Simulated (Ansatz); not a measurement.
The starting structures come from a database of crystals and need not be the phases stable at ambient conditions.

Given:

```xyz
10
Lattice="4.5055 0.0000 0.0000 -2.2527 3.9019 0.0000 2.2527 1.3006 4.6343" Properties=species:S:1:pos:R:3 pbc="T T T"
Al     0.0000     2.6012     2.3172
Al     0.0000     0.0000     0.0000
B      2.2527     1.3006     1.1586
B      2.2527     3.9019     3.4757
O      2.9464     2.5020     1.1586
O      1.5591     2.7005     3.4757
O      0.8655     1.3006     1.1586
O      3.6400     3.9019     3.4757
O      0.6936     4.0011     1.1586
O      3.8118     1.2014     3.4757
```

Space group of this cell: R-3c. The cell is taken as given; by r2SCAN its mean pressure is -6.9 GPa.

Transport runs along the normal of the first two printed cell vectors, the (001) plane of the conventional cell.

The gap is the functional's own. No spin-orbit coupling. Mid-gap values are interpolated on the energy grid.

Give the band gap and the smallest decay constant κ at mid-gap that r2SCAN (Ansatz, an electronic-structure program) yields.

Gap 6.75 eV on a 10×10×10 mesh; κ = 0.464 1/Å, at the zone centre.
